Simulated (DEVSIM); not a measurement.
Structure: W/SiO2/n-GaAs capacitor, at 300 K.

```
layer (left to right)  material  thickness (nm)  Nd (cm⁻³)
---------------------  --------  --------------  ---------
1                          SiO2            1.20          -
2                          GaAs            9700     4.4e15
```

Metal gate on the left, work function 4.6 eV. Fixed charge at the semiconductor interface -1.8e10 cm⁻² (in units of +e); no interface traps.

This is a model device: material constants are rounded textbook-type values typed into the input, and sizes, dopings and lifetimes were drawn at random. Values at 300 K.

| parameter | SiO2 | GaAs |
|---|---|---|
| gap (eV) | 9 | 1.424 |
| affinity (eV) | 0.9 | 4.07 |
| permittivity | 3.9 | 12.9 |
| Nc (cm⁻³) | - | 4.7e17 |
| Nv (cm⁻³) | - | 9e18 |

Model (solved in DEVSIM): 1D Poisson equation in equilibrium, Boltzmann statistics, complete ionisation; no quantum confinement or tunnelling. Metal contacts follow the ideal Schottky-Mott rule: no Fermi-level pinning, no interface dipoles.

The substrate doping was swept, all else fixed.

```tsv
substrate doping (cm^-3)	threshold voltage (band bending 2φF) (V)	minimum of the low-frequency capacitance (μF/cm²)	flat-band voltage (V)
2.2e14	-0.62	0.00504	0.33
4.4e14	-0.64	0.00702	0.35
8.8e14	-0.66	0.00980	0.37
2.2e15	-0.69	0.0149	0.39
4.4e15	-0.71	0.0205	0.41
8.8e15	-0.73	0.0285	0.43
```

From the first row to the last the threshold voltage (band bending 2φF) goes from -0.62 to -0.73. From the first row to the last the minimum of the low-frequency capacitance goes from 0.00504 to 0.0285.
